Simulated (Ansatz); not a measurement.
Take BN in the zinc blende structure (space group F-43m, No. 216; a = 3.6057 Å) as the base. Axes: x, y, z lie along the cube axes.

The values are results of Kohn–Sham DFT with the PBEsol functional, run in Ansatz (an electronic-structure program) with PAW and 420 eV plane waves, no spin-orbit coupling, not measurements.

Base values:

The smallest direct gap is 8.81 eV and the band gap is 4.30 eV.

Modification: the cell is stretched by 0.50 % along z with no lateral relaxation, atoms relaxed at fixed cell.

### Question
Predict the new smallest direct gap.

### Answer
The smallest direct gap shrinks by 0.05 eV to 8.76 eV.

### Question
What does the calculation give for the band gap after the change?

### Answer
The band gap shrinks by 0.05 eV, from 4.30 eV to 4.25 eV.

The cells carry an imposed strain or load. Stability against distortions was not tested.
